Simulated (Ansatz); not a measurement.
Start from SiC in the wurtzite structure (space group P6_3mc, No. 186; a = 3.056 Å, c = 5.016 Å). Axes: x lies along a and z along c of the hexagonal cell.

Method: Ansatz (an electronic-structure program) LDA, no spin-orbit coupling.

For the base:

- Band gap: 2.13 eV
- Pressure: 0.00 GPa
- Smallest direct gap: 3.92 eV

Now apply this change: a pure shear with ε_xz = ε_zx = 0.0200, atoms relaxed at fixed cell.

### Question
What does the calculation give for the band gap, pressure, smallest direct gap and energy relative to the base after the change?

### Answer
The band gap drops by 0.10 eV, from 2.13 eV to 2.03 eV; the pressure (mean of the normal stresses, compression positive) is nearly the same (0.00 GPa against 0.03 GPa); the smallest direct gap remains 3.92 eV; the energy rises by 7.8 meV/atom.

The cells carry an imposed strain or load. Stability against distortions was not tested.
